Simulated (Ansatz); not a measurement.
The parent structure is Cu in the fcc (Cu type) structure (space group Fm-3m, No. 225; relaxed with 0.1 eV smearing).

```
CELL_PARAMETERS angstrom
      0.00000     1.78951     1.78951
      1.78951     0.00000     1.78951
      1.78951     1.78951     0.00000
ATOMIC_POSITIONS crystal
  Cu 0.00000 0.00000 0.00000
```

Cartesian axes are those of the cell as printed.

Computed with r2SCAN (Ansatz, a quantum-chemistry and plane-wave program; PAW; 500 eV plane waves; spin-orbit coupling left out), earlier PAW set.

Perturbation: an isotropic linear strain of +2.57 %, atoms relaxed at fixed cell.

Task: Predict the stress tensor and what it implies for the stiffness.

Result: Stress of the strained cell less that of the base (GPa, compression positive):
```
  -10.2     0.0     0.0
    0.0   -10.2     0.0
    0.0     0.0   -10.2
```

Then B = −ΔP/(ΔV/V₀) with ΔV/V₀ = 0.0791 gives secant stiffness values (nonlinear terms included at this strain): B ≈ 130 GPa.

As a check, the harmonic strain energy −½ V₀ Δσ:ε is 28 meV/atom; the computed energy rise is 31 meV/atom.

Stability against distortions was not tested. All final runs are without spin polarisation.
